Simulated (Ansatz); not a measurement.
An Ansatz (a quantum-chemistry and plane-wave program) run: InPd with a change (uniaxial strain ε_zz = +1.00 %); PBEsol (Ansatz), no spin-orbit coupling.

Input:

Ansatz 0.2 input:
```yaml
crystal:
  lattice:
    - [3.2479935775, 0, 0]
    - [0, 3.2479935775, 0]
    - [0, 0, 3.2804735133]
  atoms:
    - { symbol: In, position: [0.5, 0.5, 0.5] }
    - { symbol: Pd, position: [0, 0, 0] }
basis: { ecutwfc: 420, ecutrho_ratio: 4, xc_grid: 2, fft_grid_basis: typed }
kpoints: { mp_grid: { grid: [18, 18, 18] } }
hamiltonian:
  xc: pbesol
  dispersion: none
  pseudopotentials: { kind: paw }
scf: { occupations: { method: fermi_dirac, width: 0.1 }, convergence: { dr2_threshold: 0.0000000002 } }
relax: { f_tol: 0.005, max_steps: 50 }
output: { forces: true, stress: true }
checkpoint: { write: state.ck, write_every: 1000 }
```

Output (explanatory and most iteration lines left out):

```
Relaxation: its limit of steps is 50 (relax.max_steps)
Pseudopotential: In, paw, valence charge 13
Pseudopotential: Pd, paw, valence charge 18
Crystal: 2 atoms, lattice volume = 34.607 Å³
Basis set: ecut = 420 eV, 691 PW (Γ), exchange–correlation on 48×48×48 points (8 copies of the dense FFT grid, shifted against one another)
Bands: 20, of which v1, the nominal top of the filled ones, is band 16 counted from 1 (15 counted from 0)
Symmetry: 16 space group operations
Space group: P4/mmm (ITA 123), of the structure as read, at distance tolerance 3.3e-5 Å
k-points: 550 of 5832
Functional: x = pbesol(κ = 0.804, μ = 0.12345679012345678), c = pbesol(β = 0.046)
SCF iter   1: F=—  HF=-12433.134237 eV  |F-HF|=—  |Δ(HF+E_count)|=         —  Δρ=8.30e-3  dr2=2.51e-2  ethr=1.77e-3  ⟨swp⟩=5.8  Hψ=49220  notcnv=0
SCF iter   2: F=—  HF=-12433.130246 eV  |F-HF|=—  |Δ(HF+E_count)|=   3.99e-3  Δρ=4.02e-3  dr2=6.85e-3  ethr=8.08e-5  ⟨swp⟩=1.6  Hψ=16400  notcnv=0
SCF 1 converged in 7 iterations: F = -12433.128758 eV  dr2 = 7.83e-12
relax step   1: F+E_penalty+E_count = -12433.12875791 eV  Δ(F+E_penalty+E_count) = +0.000e0 eV  max|allowed force component| = 7.889e-31 eV/Å  Δτ_max = 0.0000 Å  (7 SCF iters, accepted)
SCF converged after 7 iterations
Free energy (F): -12433.128758 eV
Internal energy: -12433.105049 eV  (E = F + TS)
E sigma→0 (E₀):  -12433.116903 eV
Entropy (-TS):   -0.023709 eV (-11.855 meV/atom)
Fermi energy:    16.877181 eV
--- Forces (eV/Å), atoms counted from 1 ---
  atom   1  In     0.00000000     0.00000000     0.00000000
  atom   2  Pd     0.00000000    -0.00000000     0.00000000
--- Stress (GPa, compression-positive) ---
       -1.226897       0.000000       0.000000
        0.000000      -1.226897       0.000000
        0.000000       0.000000      -1.480340
  P = ⅓ Tr σ = -1.3114 GPa (-13.114 kbar)
--- Relaxed structure (1 steps of the walk, 1 accepted, 0 SCFs on fresh bases) ---
  atoms:
    - { symbol: In, position: [0.49999999999999994, 0.49999999999999994, 0.49999999999999994] }
    - { symbol: Pd, position: [0.0, 0.0, 0.0] }
```

No phonon test of stability was made. All final runs are without spin polarisation. The cell was made from InPd in the CsCl type structure (space group Pm-3m, No. 221) by this change: uniaxial strain ε_zz = +1.00 %.
